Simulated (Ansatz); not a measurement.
# Response to strain in ZrC

The reference is ZrC in the rock salt structure (space group Fm-3m, No. 225; a = 4.6691 Å; relaxed with 0.1 eV smearing).

Strains are applied to the cell and any free atomic positions relax.

Computed with PBEsol (Ansatz, a first-principles code), no spin-orbit coupling.

Notes on the quantities. energy relative to the base: free energy F.

```csv
variant,energy relative to the base,volume per atom
base,0 meV/atom,12.72 Å³
isotropic strain −3.00 %,+83 meV/atom,11.61 Å³
isotropic strain −2.00 %,[?],11.98 Å³
isotropic strain −1.50 %,+20 meV/atom,12.16 Å³
isotropic strain −1.00 %,+8.7 meV/atom,12.35 Å³
isotropic strain +0.50 %,+2.1 meV/atom,12.92 Å³
isotropic strain +1.00 %,+8.2 meV/atom,13.11 Å³
isotropic strain +1.50 %,+18 meV/atom,13.30 Å³
isotropic strain +2.00 %,[?],13.50 Å³
isotropic strain +2.50 %,[?],13.70 Å³
```

### Question
What belongs in the blanks?

### Answer

- isotropic strain −2.00 %, energy relative to the base: +36 meV/atom
- isotropic strain +2.00 %, energy relative to the base: +32 meV/atom
- isotropic strain +2.50 %, energy relative to the base: +49 meV/atom

Stability against distortions was not tested. The final runs are not spin-polarised.
